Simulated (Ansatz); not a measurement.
We look at the formation energy of GaAs (zinc blende, F-43m) from the elements. Reaction: Ga (Cmce) + As (R-3m) → GaAs (zinc blende). Negative: the products are lower in energy. The value is per atom of the solid.

GaAs (zinc blende, F-43m), 2 atoms in the cell, k-point mesh 10×10×10 on the run's own vectors.
GaAs is taken in the cubic space group F-43m (No. 216), the zinc blende structure, Pearson symbol cF8. Cell: a = b = c = 5.6753 Å, α = β = γ = 90.00°. Ga on 4a is surrounded by 4 As at 2.457 Å (tetrahedral). As on 4d has 4 Ga at 2.457 Å (tetrahedral). (Neighbours: up to the widest gap in distance over summed covalent radii, below 1.35, at either atom; cation-cation and far metal-metal contacts left out.)
(The calculation used a cell of 2 atoms; values per cell refer to that cell.)

Ga (Cmce), 4 atoms in the cell, k-point mesh 16×16×14 on the run's own vectors. Conventional cell: a = 4.5127 Å, b = 7.6302 Å, c = 4.5069 Å, α = 90.00°, β = 90.00°, γ = 90.00°.

As (R-3m), 2 atoms in the cell, k-point mesh 12×12×12 on the run's own vectors. Conventional cell: a = b = 3.784 Å, c = 10.102 Å, α = β = 90.00°, γ = 120.00°.

Plane-wave PAW calculations with Ansatz (a quantum-chemistry and plane-wave program), its PAW set soft_1, cutoff 420 eV, 500 eV for r2SCAN. The structures are at rest with PBE+D3(BJ); other levels are single points on them, but for the rows marked own geometry. HSE06 runs on coarser k-point meshes, mended by the PBE difference between the two meshes. Some cells are metallic or hold partly filled levels, where a hybrid on a coarse mesh is less sure. Neutral cells; Fermi-Dirac smearing of at most 0.10 eV in the solids, energies taken to zero width. The lattices are those relaxed with PBE+D3(BJ), so at other levels the solids can be strained, which adds to the spread. A dispersion term (D3(BJ), or D4 for r2SCAN) was computed beside these levels and is taken off wherever the name lacks it. No zero-point or thermal terms.

Question: What value does r2SCAN give?

Answer: -0.47 eV/atom, for Ga (Cmce) + As (R-3m) → GaAs (zinc blende).

Question: What do the other levels give, and how wide is the spread?

Answer: 
```tsv
Functional	value (eV/atom)	less r2SCAN
PBE+D3(BJ)	-0.31	0.16
r2SCAN+D4	-0.45	0.02
HSE06+D3(BJ)	-0.43	0.04
r2SCAN+D4 (own geometry)	-0.45	0.02
```

The levels shown span 0.16 eV/atom, from r2SCAN (-0.47) to PBE+D3(BJ) (-0.31).
